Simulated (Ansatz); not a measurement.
Electronic density of states of amorphous Ga$_{24}$O$_{41}$P$_{2}$, density 4.69 g/cm³, on a 2×2×2 Γ-centred mesh with a Gaussian width of 0.1 eV; energies count from the Fermi level, whose place inside the gap is arbitrary. Cell and mesh are small, so fine structure isn't converged. Computed with PBE, scalar-relativistic without spin-orbit coupling (plane waves to 420 eV, PAW; Ansatz, an electronic-structure program). Sampling: a 2×2×2 Γ-centred mesh; Fermi-Dirac width 0.02 eV; no spin polarisation. At PBE the levels at the filled edge of the gap are localised (band-tail or defect states), and the nearest spread-out levels lie 2.2 eV apart at the zone centre.

Preparation: random packing, a CHGNet melt and quench, and a DFT relaxation. O atoms were pushed apart under 1.9 Å during the dynamics, to hinder bonds among them. The hot cell started wider than the set density and was brought back towards it in steps. It is the lowest in DFT energy of 2 quenches. It is a model cell: composition and starting density were chosen by hand, and all elements were melted together. No dispersion term was used. Its density started from a set value of 4.69 and ended at 4.69 g/cm³. Cooling (nominally 220 K/ps over its main leg) ran many orders faster than in experiment, which tends to leave more defects and strain. A cell of this size samples the disorder only roughly. The volume was held where the preparation left it and the shape relaxed, at a PBE pressure of -0.1 GPa (tension).

| E - EF (eV) | states/(eV atom) |
|---|---|
| -12.00 | 0.00 |
| -11.90 | 0.00 |
| -11.80 | 0.00 |
| -11.70 | 0.00 |
| -11.60 | 0.00 |
| -11.50 | 0.00 |
| -11.40 | 0.00 |
| -11.30 | 0.00 |
| -11.20 | 0.00 |
| -11.10 | 0.00 |
| -11.00 | 0.00 |
| -10.90 | 0.00 |
| -10.80 | 0.00 |
| -10.70 | 0.00 |
| -10.60 | 0.00 |
| -10.50 | 0.00 |
| -10.40 | 0.00 |
| -10.30 | 0.00 |
| -10.20 | 0.00 |
| -10.10 | 0.00 |
| -10.00 | 0.00 |
| -9.90 | 0.00 |
| -9.80 | 0.05 |
| -9.70 | 0.15 |
| -9.60 | 0.09 |
| -9.50 | 0.07 |
| -9.40 | 0.15 |
| -9.30 | 0.07 |
| -9.20 | 0.01 |
| -9.10 | 0.00 |
| -9.00 | 0.00 |
| -8.90 | 0.00 |
| -8.80 | 0.00 |
| -8.70 | 0.00 |
| -8.60 | 0.00 |
| -8.50 | 0.00 |
| -8.40 | 0.03 |
| -8.30 | 0.14 |
| -8.20 | 0.30 |
| -8.10 | 0.35 |
| -8.00 | 0.29 |
| -7.90 | 0.22 |
| -7.80 | 0.21 |
| -7.70 | 0.27 |
| -7.60 | 0.30 |
| -7.50 | 0.29 |
| -7.40 | 0.26 |
| -7.30 | 0.28 |
| -7.20 | 0.30 |
| -7.10 | 0.31 |
| -7.00 | 0.32 |
| -6.90 | 0.31 |
| -6.80 | 0.33 |
| -6.70 | 0.31 |
| -6.60 | 0.28 |
| -6.50 | 0.30 |
| -6.40 | 0.34 |
| -6.30 | 0.39 |
| -6.20 | 0.40 |
| -6.10 | 0.30 |
| -6.00 | 0.26 |
| -5.90 | 0.35 |
| -5.80 | 0.34 |
| -5.70 | 0.36 |
| -5.60 | 0.39 |
| -5.50 | 0.38 |
| -5.40 | 0.41 |
| -5.30 | 0.44 |
| -5.20 | 0.43 |
| -5.10 | 0.44 |
| -5.00 | 0.50 |
| -4.90 | 0.48 |
| -4.80 | 0.46 |
| -4.70 | 0.50 |
| -4.60 | 0.57 |
| -4.50 | 0.57 |
| -4.40 | 0.52 |
| -4.30 | 0.55 |
| -4.20 | 0.65 |
| -4.10 | 0.65 |
| -4.00 | 0.59 |
| -3.90 | 0.64 |
| -3.80 | 0.64 |
| -3.70 | 0.67 |
| -3.60 | 0.73 |
| -3.50 | 0.70 |
| -3.40 | 0.64 |
| -3.30 | 0.63 |
| -3.20 | 0.67 |
| -3.10 | 0.68 |
| -3.00 | 0.71 |
| -2.90 | 0.73 |
| -2.80 | 0.71 |
| -2.70 | 0.71 |
| -2.60 | 0.78 |
| -2.50 | 0.90 |
| -2.40 | 0.94 |
| -2.30 | 0.88 |
| -2.20 | 0.87 |
| -2.10 | 0.91 |
| -2.00 | 0.87 |
| -1.90 | 0.83 |
| -1.80 | 0.76 |
| -1.70 | 0.70 |
| -1.60 | 0.72 |
| -1.50 | 0.44 |
| -1.40 | 0.11 |
| -1.30 | 0.01 |
| -1.20 | 0.06 |
| -1.10 | 0.20 |
| -1.00 | 0.24 |
| -0.90 | 0.10 |
| -0.80 | 0.08 |
| -0.70 | 0.15 |
| -0.60 | 0.07 |
| -0.50 | 0.01 |
| -0.40 | 0.00 |
| -0.30 | 0.00 |
| -0.20 | 0.00 |
| -0.10 | 0.00 |
| 0.00 | 0.00 |
| 0.10 | 0.00 |
| 0.20 | 0.00 |
| 0.30 | 0.00 |
| 0.40 | 0.00 |
| 0.50 | 0.00 |
| 0.60 | 0.02 |
| 0.70 | 0.01 |
| 0.80 | 0.00 |
| 0.90 | 0.00 |
| 1.00 | 0.00 |
| 1.10 | 0.00 |
| 1.20 | 0.00 |
| 1.30 | 0.00 |
| 1.40 | 0.02 |
| 1.50 | 0.05 |
| 1.60 | 0.04 |
| 1.70 | 0.03 |
| 1.80 | 0.04 |
| 1.90 | 0.05 |
| 2.00 | 0.06 |
| 2.10 | 0.05 |
| 2.20 | 0.08 |
| 2.30 | 0.08 |
| 2.40 | 0.04 |
| 2.50 | 0.06 |
| 2.60 | 0.09 |
| 2.70 | 0.08 |
| 2.80 | 0.07 |
| 2.90 | 0.06 |
| 3.00 | 0.06 |
| 3.10 | 0.10 |
| 3.20 | 0.11 |
| 3.30 | 0.12 |
| 3.40 | 0.14 |
| 3.50 | 0.19 |
| 3.60 | 0.25 |
| 3.70 | 0.17 |
| 3.80 | 0.14 |
| 3.90 | 0.21 |
| 4.00 | 0.27 |
| 4.10 | 0.28 |
| 4.20 | 0.20 |
| 4.30 | 0.21 |
| 4.40 | 0.24 |
| 4.50 | 0.24 |
| 4.60 | 0.28 |
| 4.70 | 0.29 |
| 4.80 | 0.28 |
| 4.90 | 0.29 |
| 5.00 | 0.30 |
| 5.10 | 0.34 |
| 5.20 | 0.35 |
| 5.30 | 0.31 |
| 5.40 | 0.31 |
| 5.50 | 0.33 |
| 5.60 | 0.28 |
| 5.70 | 0.28 |
| 5.80 | 0.31 |
| 5.90 | 0.30 |
| 6.00 | 0.22 |
| 6.10 | 0.26 |
| 6.20 | 0.34 |
| 6.30 | 0.36 |
| 6.40 | 0.35 |
| 6.50 | 0.33 |
| 6.60 | 0.30 |
| 6.70 | 0.28 |
| 6.80 | 0.28 |
| 6.90 | 0.29 |
| 7.00 | 0.33 |
| 7.10 | 0.32 |
| 7.20 | 0.35 |
| 7.30 | 0.38 |

The level gap on this mesh is 1.31 eV; the broadening fills part of it in the curve.
